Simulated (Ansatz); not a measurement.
## TiO2: response to strain

The reference is TiO$_{2}$ in the rutile structure (space group P4_2/mnm, No. 136; a = 4.643 Å, c = 2.964 Å). Axes: x, y, z lie along a, b, c of the conventional cell.

Strains are applied to the cell and any free atomic positions relax; under biaxial strain the out-of-plane vector relaxes too.

The values are results of Ansatz (a first-principles code) PBE, no spin-orbit coupling, not measurements.

```csv
variant,volume per atom,electron mass,width of the top valence band
base,10.65 Å³,"0.58 mₑ along c, 1.2 mₑ across (at Γ)",1.56 eV
"biaxial strain −2.05 %, plane normal [001], relaxed out of plane",10.36 Å³,"0.59 mₑ out of plane, 1.2 mₑ in plane (at Γ)",1.63 eV
"biaxial strain +0.63 %, plane normal [001], relaxed out of plane",10.74 Å³,"0.57 mₑ out of plane, 1.2 mₑ in plane (at Γ)",1.52 eV
isotropic strain −2.43 %,9.89 Å³,"0.52 mₑ along c, 1.1 mₑ across (at Γ)",1.70 eV
```

The levels and masses belong to the bands next to the band gap. Effective masses come from finite differences of ±0.01 Å⁻¹. Whether these cells are dynamically stable was not tested. The final runs are not spin-polarised.
